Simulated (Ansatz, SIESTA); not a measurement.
Code comparison for AlNi6Pd (P1, 8 atoms in the cell)

Self-consistent single point, at a second geometry (atoms moved at random). First geometry:

```yaml
crystal:
  lattice:
    - [3.60973, 0.00000, 0.00000]
    - [0.00000, 3.60973, 0.00000]
    - [0.00000, 0.00000, 7.26536]
  atoms:
    - { symbol: Al, position: [0.00000, 0.00000, 0.00000] }
    - { symbol: Ni, position: [0.50000, 0.50000, 0.00000], spin: 2.0 }
    - { symbol: Ni, position: [0.50000, 0.50000, 0.50000] }
    - { symbol: Ni, position: [0.50000, 0.00000, 0.23985], spin: 2.0 }
    - { symbol: Ni, position: [0.50000, 0.00000, 0.76015], spin: 2.0 }
    - { symbol: Ni, position: [0.00000, 0.50000, 0.23985], spin: 2.0 }
    - { symbol: Ni, position: [0.00000, 0.50000, 0.76015], spin: 2.0 }
    - { symbol: Pd, position: [0.00000, 0.00000, 0.50000] }
```
(The spins are starting values, not results.)

Second geometry:
```yaml
crystal:
  lattice:
    - [3.60973, 0.00000, 0.00000]
    - [0.00000, 3.60973, 0.00000]
    - [0.00000, 0.00000, 7.26536]
  atoms:
    - { symbol: Al, position: [0.99465, 0.99780, 0.00037] }
    - { symbol: Ni, position: [0.49377, 0.48996, 0.99303], spin: 2.0 }
    - { symbol: Ni, position: [0.51281, 0.49805, 0.49753] }
    - { symbol: Ni, position: [0.49761, 0.00567, 0.23908], spin: 2.0 }
    - { symbol: Ni, position: [0.49866, 0.00209, 0.75826], spin: 2.0 }
    - { symbol: Ni, position: [0.00517, 0.51000, 0.24750], spin: 2.0 }
    - { symbol: Ni, position: [0.00217, 0.50407, 0.76232], spin: 2.0 }
    - { symbol: Pd, position: [0.99515, 0.99238, 0.50192] }
```
(The spins are starting values, not results.)

Shared settings, as Ansatz (a program for electronic structure) writes them: kpoints.mp_grid.grid = 5 5 3; scf.occupations.method = gaussian; scf.occupations.width = 0.1 eV. Potentials and cutoffs stand in the table.

```
code                                                                                                                            model  ΔF from the first geometry (meV/atom)  pressure (GPa)  largest force (eV/Å)  size of the net moment (μB/atom)       cutoff
------  -----------------------------------------------------------------------------------------------------------------------------  -------------------------------------  --------------  --------------------  --------------------------------  -----------
Ansatz                                                                                                PBEsol, PAW files made with PBE                                    6.5           -9.53                 0.588                              0.33      default
SIESTA  GGA PBEsol, numerical atomic orbitals DZP, PseudoDojo PBEsol standard norm-conserving potentials (rewritten from UPF to PSML)                                    5.9          -12.24                 0.553                              0.35  grid 300 Ry
```

Size of the force on each atom (eV/Å): Sizes of forces hide their directions.

| code | Al1 | Ni2 | Ni3 | Ni4 | Ni5 | Ni6 | Ni7 | Pd8 |
|---|---|---|---|---|---|---|---|---|
| Ansatz | 0.111 | 0.588 | 0.479 | 0.255 | 0.248 | 0.393 | 0.488 | 0.556 |
| SIESTA | 0.128 | 0.553 | 0.449 | 0.316 | 0.300 | 0.383 | 0.517 | 0.523 |

On Ansatz's run: the magnetic order is the one reached from the typed start; others were not searched systematically.

The spread over the programs that give each value: ΔF from the first geometry within 0.6 meV/atom; pressure within 2.71 GPa; largest force within 0.035 eV/Å; size of the net moment within 0.02 μB/atom.

SIESTA uses small atom-centred bases, whose incompleteness enters pressures, forces and empty levels differently from a plane-wave cutoff. Ansatz's pressure is given at a fixed set of plane waves, as the other plane-wave codes print theirs; with its correction for the finite basis it is -9.47 GPa.

The shared mesh is coarse (it stands for a supercell whose shortest vector is 18 Å), so the values are not converged in it.

The starting cell comes from a database of computed structures (which also holds hypothetical and non-ambient phases and stackings), without a prior relaxation at this level. Its lattice was rescaled by a random factor within 2.5 % of one. For this run, on top of that: atoms moved at random.

Keys are those of Ansatz 0.2.
